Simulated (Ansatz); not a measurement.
Take InHO2 (space group Pnnm, No. 58; a = 4.5213 Å, b = 5.2824 Å, c = 3.2873 Å; a cell from a computed database, its experimental status unchecked) as the base.

Modification: a hydrostatic pressure of 3 GPa.

Levels (all Ansatz, a quantum-chemistry and plane-wave program, PAW): PBEsol (420 eV, no spin-orbit coupling); PBEsol+SOC (420 eV, spin-orbit coupling included).

The geometry is relaxed with PBEsol.

| Item | Result |
|---|---|
| PBEsol gap character | direct at Γ |
| PBEsol lowest conduction level above the VBM at special points | Γ 2.10 eV; X 4.85 eV; Y 4.97 eV; S 5.92 eV |
| PBEsol valence-band top at Γ | 0.00, -0.08, -0.20 eV |

Q: How does going to PBEsol+SOC change the gap character, lowest conduction level above the VBM at special points and valence-band top at Γ?

A: The gap character remains direct at Γ; the lowest conduction level above the VBM at special points changes from Γ 2.10 eV; X 4.85 eV; Y 4.97 eV; S 5.92 eV to Γ 2.09 eV; X 4.84 eV; Y 4.97 eV; S 5.92 eV; the valence-band top at Γ (three highest Kramers pairs, from the VBM) is still 0.00, -0.08, -0.20 eV.

Single points use the geometry relaxed with PBEsol. Differences between runs with and without spin-orbit coupling are approximate. Load acts through the strain it causes; cell and atoms are relaxed under it. Whether these cells are dynamically stable was not tested.
